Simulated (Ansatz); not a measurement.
ZnCu2SnS4, pressure series

The reference is ZnCu₂SnS₄ (space group I-4, No. 82).

```yaml
crystal:
  lattice:
    - [-2.68686, 2.68686, 5.37741]
    - [2.68686, -2.68686, 5.37741]
    - [2.68686, 2.68686, -5.37741]
  atoms:
    - { symbol: Cu, position: [0.00000, 0.00000, 0.00000] }
    - { symbol: Cu, position: [0.75000, 0.25000, 0.50000] }
    - { symbol: Zn, position: [0.25000, 0.75000, 0.50000] }
    - { symbol: Sn, position: [0.50000, 0.50000, 0.00000] }
    - { symbol: S, position: [0.37036, 0.89854, 0.00905] }
    - { symbol: S, position: [0.10146, 0.11050, 0.47182] }
    - { symbol: S, position: [0.88950, 0.36131, 0.99095] }
    - { symbol: S, position: [0.63869, 0.62964, 0.52818] }
```

Cell and atoms are relaxed at each pressure.

All numbers come from Kohn–Sham DFT with the PBEsol functional, run in Ansatz (an electronic-structure program) with PAW and 420 eV plane waves, spin-orbit coupling left out.

Two rows of this table had their results exchanged by mistake.

| pressure | volume per atom (Å³) | shortest distance (Å) | band gap |
|---|---|---|---|
| pressure 0.9 GPa | 17.73 | 2.201 | 0.37 eV |
| pressure 2.1 GPa | 18.93 | 2.252 | 0.18 eV |
| pressure 4.5 GPa | 18.46 | 2.232 | 0.25 eV |
| pressure 9 GPa | 19.20 | 2.263 | 0.14 eV |
| pressure 15 GPa | 16.95 | 2.166 | 0.51 eV |
| pressure 22.5 GPa | 16.18 | 2.131 | 0.65 eV |

Task: Which two?

Result: The rows for pressure 0.9 GPa and pressure 9 GPa: the volume has to fall steadily with pressure, so 19.20 Å³ belongs to pressure 0.9 GPa and 17.73 Å³ to pressure 9 GPa.

Load acts through the strain it causes; cell and atoms are relaxed under it. Stability against distortions was not tested. No other phases were tried under pressure. The final runs are not spin-polarised. The zero or small gap of ZnCu2SnS4 can change with the level of theory.
